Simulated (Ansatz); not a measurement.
Surface energy of faces of fcc Ag in PBE and in r2SCAN, in Ansatz (plane waves, PAW). Symmetric slabs relaxed with PBE from ideal cuts in 1x1 cells (the lowest computed cut and spin start of each face; real faces may reconstruct in larger cells); r2SCAN values are single points on them, with the bulk at the same level. No spin-orbit coupling, no U.

| face | PBE (J/m²) | r2SCAN (J/m²) |
|---|---|---|
| (100) | 0.82 | 1.01 |
| (110) | 0.89 | 1.07 |
| (111) | 0.72 | 0.90 |
| (210) | 0.92 | 1.10 |
| (211) | 0.85 | 1.04 |
| (221) | 0.83 | 1.02 |
| (311) | 0.88 | 1.06 |
| (320) | 0.92 | 1.11 |
| (321) | 0.89 | ? |

**Question.** Fit a straight line y = a·x + b by least squares to the 8 complete rows (x: PBE (J/m²); y: r2SCAN (J/m²)).

**Answer.** the means are x̄ = 0.8538 and ȳ = 1.0388; Σ(x − x̄)² = 0.030388 and Σ(x − x̄)(y − ȳ) = 0.030438, so a = 1.002 and b = ȳ − a·x̄ = 0.184. The largest residual is 0.005.

**Question.** What does the line predict for the withheld row, (321), and what did the calculation give?

**Answer.** the line gives 1.08; the calculation gave 1.08, a miss of 0.00, of the size of the fitted rows' scatter and rounding.

Ansatz is a first-principles code.
